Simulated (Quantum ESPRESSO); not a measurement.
Input and output of a self-consistent single point for YH₃O₃ (P6_3/m, 14 atoms in the cell) (Quantum ESPRESSO).

Method: PBEsol, GBRV 1.5 ultrasoft (PBESOL) pseudopotentials (plane waves; Quantum ESPRESSO).

```
CELL_PARAMETERS angstrom
      6.36312     0.00000     0.00000
     -3.18156     5.51062     0.00000
      0.00000     0.00000     3.55261
ATOMIC_POSITIONS crystal
  Y  0.33333 0.66667 0.25000
  Y  0.66667 0.33333 0.75000
  H  0.86154 0.14015 0.25000
  H  0.13846 0.85985 0.75000
  H  0.72139 0.86154 0.75000
  H  0.27861 0.13846 0.25000
  H  0.85985 0.72139 0.25000
  H  0.14015 0.27861 0.75000
  O  0.60314 0.68868 0.75000
  O  0.39686 0.31132 0.25000
  O  0.91446 0.60314 0.25000
  O  0.08554 0.39686 0.75000
  O  0.31132 0.91446 0.75000
  O  0.68868 0.08554 0.25000
```

Reference input (self-consistent single point, DFT, PBEsol, plane waves, GBRV 1.5 ultrasoft (PBESOL) pseudopotentials): ecutwfc = 40 Ry; ecutrho = 320 Ry; occupations = fixed; potentials = {Y: y_pbesol_v1.4.uspp.F.UPF, H: h_pbesol_v1.4.uspp.F.UPF, O: o_pbesol_v1.2.uspp.F.UPF}; K_POINTS = automatic 3 3 5 0 0 0; nbnd = 36; conv_thr = 1e-11 Ry; mixing_beta = 0.3. This run's input differs from it in these lines:

```diff
@@ -12,4 +12,4 @@
     ntyp = 3,
-    ecutwfc = 40,
-    ecutrho = 320,
+    ecutwfc = 52,
+    ecutrho = 416,
     occupations = 'fixed',
```

Output (repeated stretches shortened):

```
     Self-consistent Calculation

     iteration #  1     ecut=    52.00 Ry     beta= 0.30

     total energy              =    -386.39081316 Ry
     estimated scf accuracy    <       2.61148024 Ry

     iteration #  2     ecut=    52.00 Ry     beta= 0.30

     total energy              =    -386.72108542 Ry
     estimated scf accuracy    <       0.17112525 Ry

     iteration #  3     ecut=    52.00 Ry     beta= 0.30

     total energy              =    -386.74587713 Ry
     estimated scf accuracy    <       0.05585420 Ry

   [... 12 blocks of this kind left out ...]

     iteration # 16     ecut=    52.00 Ry     beta= 0.30

     total energy              =    -386.75368042 Ry
     estimated scf accuracy    <          1.2E-11 Ry

     iteration # 17     ecut=    52.00 Ry     beta= 0.30
     End of self-consistent calculation

     highest occupied, lowest unoccupied level (ev):     5.6131    9.2546

!    total energy              =    -386.75368042 Ry
     estimated scf accuracy    <          2.0E-12 Ry

     convergence has been achieved in  17 iterations

     Forces acting on atoms (cartesian axes, Ry/au):

     atom    1 type  1   force =     0.00000000    0.00000000    0.00000000
     atom    2 type  1   force =    -0.00000000   -0.00000000    0.00000000
     atom    3 type  2   force =     0.02019773    0.00840973   -0.00000000
     atom    4 type  2   force =    -0.02019773   -0.00840973   -0.00000000
     atom    5 type  2   force =     0.00281583    0.02169661    0.00000000
     atom    6 type  2   force =    -0.00281583   -0.02169661    0.00000000
   [... lines left out ...]

     Total force =     0.088183     Total SCF correction =     0.000001

          total   stress  (Ry/bohr**3)                   (kbar)     P=      -37.07
  -0.00018607   0.00000000   0.00000000          -27.37        0.00        0.00
   0.00000000  -0.00018607   0.00000000            0.00      -27.37        0.00
   0.00000000   0.00000000  -0.00038387            0.00        0.00      -56.47

   JOB DONE.
```

The run converged in 17 iterations. Against the reference run the free energy drops by 2.9 meV/atom, the pressure goes from -3.56 to -3.71 GPa, the largest force hardly changes (0.737 to 0.735 eV/Å) and the gap on the mesh stays at 3.641 eV.

The starting cell comes from a database of computed structures (which also holds hypothetical and non-ambient phases and stackings), without a prior relaxation at this level.

Cost on one core of a shared machine: roughly 80 s.
